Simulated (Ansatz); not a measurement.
System: CsCl-type AuZn (cubic form, which distorts at low temperature). Method: LDA (Ansatz, a quantum-chemistry and plane-wave program, plane waves, PAW).

Run with plane-wave cutoff 520 eV, 16×16×16 k mesh, Fermi–Dirac smearing 0.1 eV, perturbation theory, force constants from a 4×4×4 q mesh, scalar-relativistic PAW data made under PBE.

Computed at the level's own relaxed cell. Harmonic vibrational thermodynamics at fixed volume:

```
T (K)  S_vib (J/K per mol of atoms)  C_V (J/K per mol of atoms)  F_vib (eV/atom)
-----  ----------------------------  --------------------------  ---------------
0                              0.00                        0.00           0.0195
100                           21.80                       20.10           0.0090
400                           53.86                       24.56          -0.1184
500                           59.36                       24.69          -0.1772
600                           63.86                       24.76          -0.2411
900                           73.93                       24.86          -0.4563
1000                          76.55                       24.87          -0.5343
```

The crystal is taken as a harmonic solid at every temperature: melting, phase changes and thermal expansion are not seen, nor the electrons' share in a metal.

Note: symmetry holds this phase in the static calculation, where it need not be a minimum.
